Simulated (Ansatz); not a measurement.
The starting structures come from a database of crystals and need not be the phases stable at ambient conditions.

 Where the default PAW files enter, the runs use the earlier of Ansatz's two default sets.

Crystal: Ba2PCl (R-3m, not sure to be the ambient phase, 4 atoms a cell, 35.9 Å³ an atom); planes in its conventional cell.

Level of theory: r2SCAN (plane waves, PAW; Ansatz, a quantum-chemistry and plane-wave program).

No gap correction and no spin-orbit coupling; mid-gap values are interpolated between computed energies.

```
plane  area of the cell (Å²)  mid-gap κ (1/Å)  largest κ in the gap (1/Å)
-----  ---------------------  ---------------  --------------------------
(001)                   19.0             0.27                        0.29
(101)                   36.0                ?                           ?
```

The slowest decay depends on the direction. Supply the withheld values.


- (101), mid-gap κ (1/Å): 0.21
- (101), largest κ in the gap (1/Å): 0.21
